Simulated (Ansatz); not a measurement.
We consider TaCuN2 (R-3m, No. 166, 4 atoms in the cell; start mp-8927), described by PBEsol in Ansatz (PAW).

Input:

Ansatz 0.2 input:
```yaml
crystal:
  lattice:
    - [1.5607628732, 0.901106865, 5.7809675148]
    - [-1.5607628732, 0.901106865, 5.7809675148]
    - [0.0, -1.80221373, 5.7809675148]
  atoms:
    - { symbol: Ta, position: [0.5, 0.5, 0.5] }
    - { symbol: Cu, position: [0.0, 0.0, 0.0] }
    - { symbol: N, position: [0.1055693162, 0.1055693162, 0.1055693162] }
    - { symbol: N, position: [0.8944306838, 0.8944306838, 0.8944306838] }
basis:
  ecutwfc: 520
  ecutrho_ratio: 4
  xc_grid: 2
kpoints:
  mp_grid: { grid: [12, 12, 12] }
  band_path:
    path:
      - [0.0, 0.0, 0.0]
      - [0.1, 0.1, 0.1]
      - [0.2, 0.2, 0.2]
      - [0.3, 0.3, 0.3]
      - [0.4, 0.4, 0.4]
      - [0.5, 0.5, 0.5]
      - [0.524395, 0.475605, 0.5]
      - [0.54879, 0.45121, 0.5]
      - [0.573185, 0.426815, 0.5]
      - [0.59758, 0.40242, 0.5]
      - [0.621975, 0.378025, 0.5]
      - [0.64637, 0.35363, 0.5]
      - [0.670765, 0.329235, 0.5]
      - [0.69516, 0.30484, 0.5]
      - [0.719555, 0.280445, 0.5]
      - [0.74395, 0.25605, 0.5]
      - [0.768345, 0.231655, 0.5]
      - [0.79274, 0.20726, 0.5]
      - [0.817135, 0.182865, 0.5]
      - [0.5, -0.182865, 0.182865]
      - [0.5, -0.156741, 0.156741]
      - [0.5, -0.130618, 0.130618]
      - [0.5, -0.104494, 0.104494]
      - [0.5, -0.078371, 0.078371]
      - [0.5, -0.052247, 0.052247]
      - [0.5, -0.026124, 0.026124]
      - [0.5, 0.0, 0.0]
      - [0.458333, 0.0, 0.0]
      - [0.416667, 0.0, 0.0]
      - [0.375, 0.0, 0.0]
      - [0.333333, 0.0, 0.0]
      - [0.291667, 0.0, 0.0]
      - [0.25, 0.0, 0.0]
      - [0.208333, 0.0, 0.0]
      - [0.166667, 0.0, 0.0]
      - [0.125, 0.0, 0.0]
      - [0.083333, 0.0, 0.0]
      - [0.041667, 0.0, 0.0]
      - [0.024388, -0.024388, 0.0]
      - [0.048776, -0.048776, 0.0]
      - [0.073164, -0.073164, 0.0]
      - [0.097552, -0.097552, 0.0]
      - [0.12194, -0.12194, 0.0]
      - [0.146328, -0.146328, 0.0]
      - [0.170716, -0.170716, 0.0]
      - [0.195104, -0.195104, 0.0]
      - [0.219492, -0.219492, 0.0]
      - [0.24388, -0.24388, 0.0]
      - [0.268268, -0.268268, 0.0]
      - [0.292656, -0.292656, 0.0]
      - [0.317044, -0.317044, 0.0]
      - [0.341432, -0.341432, 0.0]
      - [0.658568, 0.0, 0.341432]
      - [0.63214, 0.0, 0.36786]
      - [0.605712, 0.0, 0.394288]
      - [0.579284, 0.0, 0.420716]
      - [0.552856, 0.0, 0.447144]
      - [0.526428, 0.0, 0.473572]
      - [0.5, 0.0, 0.5]
      - [0.458333, 0.0, 0.458333]
      - [0.416667, 0.0, 0.416667]
      - [0.375, 0.0, 0.375]
      - [0.333333, 0.0, 0.333333]
      - [0.291667, 0.0, 0.291667]
      - [0.25, 0.0, 0.25]
      - [0.208333, 0.0, 0.208333]
      - [0.166667, 0.0, 0.166667]
      - [0.125, 0.0, 0.125]
      - [0.083333, 0.0, 0.083333]
      - [0.041667, 0.0, 0.041667]
    npoints: 1
hamiltonian:
  xc: pbesol
  dispersion: none
  pseudopotentials: { kind: paw }
scf:
  occupations: { method: fermi_dirac, width: 0.01 }
  convergence: { dr2_threshold: 0.0000000004 }
output:
  forces: true
  stress: true
  eigenvalues: true
  write_bands: true
```

Excerpt of the program's output:

```
Crystal: 4 atoms, lattice volume = 48.783 Å³
Basis set: ecut = 520 eV, 1311 PW (Γ), FFT grids on a1−a3, a2−a3, a3, exchange–correlation on 48×48×96 points (8 copies of the dense FFT grid, shifted against one another)
Bands: 26, of which v1, the nominal top of the filled ones, is band 21 counted from 1 (20 counted from 0)
Symmetry: 12 space group operations
Space group: R-3m (ITA 166), of the structure as read, at distance tolerance 3.7e-5 Å
k-points: 189 of 1728
Functional: x = pbesol(κ = 0.804, μ = 0.12345679012345678), c = pbesol(β = 0.046)
SCF iter   1: F=—  HF=-17154.700811 eV  |F-HF|=—  |Δ(HF+E_count)|=         —  Δρ=1.52e-2  dr2=9.92e-2
SCF iter   2: F=—  HF=-17154.682903 eV  |F-HF|=—  |Δ(HF+E_count)|=   1.79e-2  Δρ=4.07e-3  dr2=9.32e-3
  ...
SCF iter   7: F=—  HF=-17154.680589 eV  |F-HF|=—  |Δ(HF+E_count)|=   3.11e-9  Δρ=2.10e-6  dr2=7.54e-10
SCF iter   8: F=-17154.680589 eV  HF=-17154.680589 eV  |F-HF|=3.64e-12  |Δ(HF+E_count)|=  5.46e-10  Δρ=3.00e-7  dr2=1.86e-11
SCF 1 converged in 8 iterations: F = -17154.680589 eV  dr2 = 1.86e-11
SCF converged after 8 iterations
Free energy (F): -17154.680589 eV
Internal energy: -17154.680589 eV  (E = F + TS)
E sigma→0 (E₀):  -17154.680589 eV
Fermi energy:    13.326800 eV
--- Forces (eV/Å), atoms counted from 1 ---
  atom   1  Ta     0.00000000     0.00000000     0.00000000
  atom   2  Cu     0.00000000     0.00000000    -0.00000000
  atom   3  N      0.00000000     0.00000000    -0.00009130
  atom   4  N     -0.00000000    -0.00000000     0.00009130
--- Stress (GPa, compression-positive) ---
       -0.001995       0.000000       0.000000
        0.000000      -0.001995      -0.000000
        0.000000      -0.000000       0.002044
  P = ⅓ Tr σ = -0.0006 GPa (-0.006 kbar)
```

The PAW data were made under PBE.

A start named mp-… is a Materials Project structure, which need not be a measured phase.

Ansatz is a first-principles code.
